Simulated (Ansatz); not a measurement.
# InSb under a change: isotropic strain −2.50 %

The parent structure is InSb in the zinc blende structure (space group F-43m, No. 216; a = 6.4497 Å).

Now apply this change: an isotropic linear strain of −2.50 %, atoms relaxed at fixed cell.

All numbers come from LDA (Ansatz, a first-principles code, PAW, spin-orbit coupling left out). Settings: 13×13×13 k-points, 0.05 eV Fermi–Dirac smearing.

```tsv
quantity	base	changed	shift
volume per atom	33.54 Å³	31.08 Å³	-2.453 Å³
space group	F-43m (No. 216)	F-43m (No. 216)	–
shortest interatomic distance	2.793 Å	2.723 Å	-0.070 Å
energy relative to the base (free energy F)	0 meV/atom	+30 meV/atom	+30 meV/atom
pressure	0.0 GPa	4.2 GPa	+4.2 GPa
band gap (uncertain: the Fermi level lies in a band; the changed cell)	zero	0.10 eV	–
```

Final structure:

```xyz
2
Lattice="0.0000 3.1442 3.1442 3.1442 0.0000 3.1442 3.1442 3.1442 0.0000" Properties=species:S:1:pos:R:3 pbc="T T T"
In     0.0000     0.0000     0.0000
Sb     1.5721     1.5721     1.5721
```

Spin-orbit coupling, missing from the scalar runs, can matter with Sb. Stability against distortions was not tested. All final runs are without spin polarisation. A zero or small gap of InSb can be the functional's error rather than a property of the material.
